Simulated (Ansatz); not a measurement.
Take Ca₃SbN in the anti-perovskite structure (space group Pm-3m, No. 221; a = 4.803 Å; a cell from a computed database, its experimental status unchecked) as the base.

The change: cell and atoms relaxed at a pressure of 10 GPa.

Levels (all Ansatz, a quantum-chemistry and plane-wave program, PAW): PBEsol (420 eV, no SOC); PBEsol+SOC (420 eV, with spin-orbit coupling).

The geometry is relaxed with PBEsol.

PBEsol band gap: 0.08 eV
PBEsol pressure: 10.0 GPa

Q: What does PBEsol+SOC give at this geometry for the band gap and pressure?

A: The band gap becomes zero (PBEsol: 0.08 eV); the pressure is still 10.0 GPa.

Single points use the geometry relaxed with PBEsol. The spin-orbit shifts are approximate. Spin-orbit coupling, missing from the scalar runs, can matter with Sb. Load acts through the strain it causes; cell and atoms are relaxed under it. Stability against distortions was not tested. No other phases were tried under pressure. Gaps under 0.05 eV, about the width of the smearing, are given as zero. The zero or small gap of Ca3SbN under pressure 10 GPa can change with the level of theory.
